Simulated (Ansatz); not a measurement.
# Response to strain in MgTe

Start from MgTe in the zinc blende structure (space group F-43m, No. 216).

```xyz
2
Lattice="0.0000 3.2547 3.2547 3.2547 0.0000 3.2547 3.2547 3.2547 0.0000" Properties=species:S:1:pos:R:3 pbc="T T T"
Mg     0.0000     0.0000     0.0000
Te     1.6273     1.6273     1.6273
```

Strains are applied to the cell and any free atomic positions relax.

Level of theory: PBE (Ansatz, a first-principles code; PAW; 420 eV plane waves; without spin-orbit coupling).

Notes on the quantities. hole mass: degenerate bands, along [100]; energy relative to the base: free energy F.

```json
[
 {"variant": "base", "band gap": "2.33 eV", "hole mass": "0.20, 0.92, 0.92 mₑ (at Γ)", "energy relative to the base": "0 meV/atom"},
 {"variant": "isotropic strain −2.50 %", "band gap": "2.67 eV", "hole mass": "0.21, 0.85, 0.85 mₑ (at Γ)", "energy relative to the base": "+22 meV/atom"},
 {"variant": "isotropic strain −2.00 %", "band gap": "2.60 eV", "hole mass": "0.20, 0.87, 0.87 mₑ (at Γ)", "energy relative to the base": "+14 meV/atom"},
 {"variant": "isotropic strain −1.50 %", "band gap": "2.53 eV", "hole mass": "0.20, 0.88, 0.88 mₑ (at Γ)", "energy relative to the base": "+7.7 meV/atom"},
 {"variant": "isotropic strain −1.00 %", "band gap": "2.46 eV", "hole mass": "0.20, 0.88, 0.88 mₑ (at Γ)", "energy relative to the base": "+3.3 meV/atom"},
 {"variant": "isotropic strain −0.50 %", "band gap": "2.39 eV", "hole mass": "0.20, 0.90, 0.90 mₑ (at Γ)", "energy relative to the base": "+0.8 meV/atom"},
 {"variant": "isotropic strain +1.00 %", "band gap": "2.20 eV", "hole mass": "0.19, 0.95, 0.95 mₑ (at Γ)", "energy relative to the base": "+3.2 meV/atom"},
 {"variant": "isotropic strain +1.50 %", "band gap": "2.14 eV", "hole mass": "0.19, 0.96, 0.96 mₑ (at Γ)", "energy relative to the base": "+7.1 meV/atom"},
 {"variant": "isotropic strain +2.00 %", "band gap": "2.08 eV", "hole mass": "0.19, 0.97, 0.97 mₑ (at Γ)", "energy relative to the base": "+12 meV/atom"},
 {"variant": "isotropic strain +3.00 %", "band gap": "1.96 eV", "hole mass": "0.19, 1.0, 1.0 mₑ (at Γ)", "energy relative to the base": "+27 meV/atom"}
]
```

Spin-orbit coupling, missing from the scalar runs, can matter with Te. Effective masses come from finite differences of ±0.01 Å⁻¹. Whether these cells are dynamically stable was not tested.
